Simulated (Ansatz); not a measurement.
Cd under a change: biaxial strain −0.50 %, plane normal [001], relaxed out of plane

Take Cd in the hcp (Mg type) structure (space group P6_3/mmc, No. 194; a = 3.029 Å, c = 5.759 Å; relaxed with 0.1 eV smearing) as the base. Axes: x lies along a and z along c of the hexagonal cell.

One thing is altered: compressive biaxial strain of 0.50 % in the plane normal to [001], as in epitaxy on a mismatched substrate; the out-of-plane cell vector and the atoms relax.

Computed with PBE/PAW in Ansatz (a first-principles code), scalar-relativistic without spin-orbit coupling. Settings: 22×22×10 k-points, 0.1 eV Fermi–Dirac smearing.

```tsv
quantity	base	changed	shift
volume per atom	22.89 Å³	22.83 Å³	-0.053 Å³
space group	P6_3/mmc (No. 194)	P6_3/mmc (No. 194)	–
pressure (mean of the normal stresses, compression positive)	0.0 GPa	0.3 GPa	+0.3 GPa
band gap	zero	zero	–
out-of-plane strain	–	+0.77 %	–
mean in-plane stress (compression positive)	–	+0.4 GPa	–
```

Final structure (turned so that z lies along the plane normal):

```
Cd
1.0
    3.01429     0.00000     0.00000
    1.50714     2.61045     0.00000
    0.00000     0.00000     5.80341
Cd
2
Direct
  0.66667   0.66667   0.75000
  0.33333   0.33333   0.25000
```

No phonon test of stability was made.
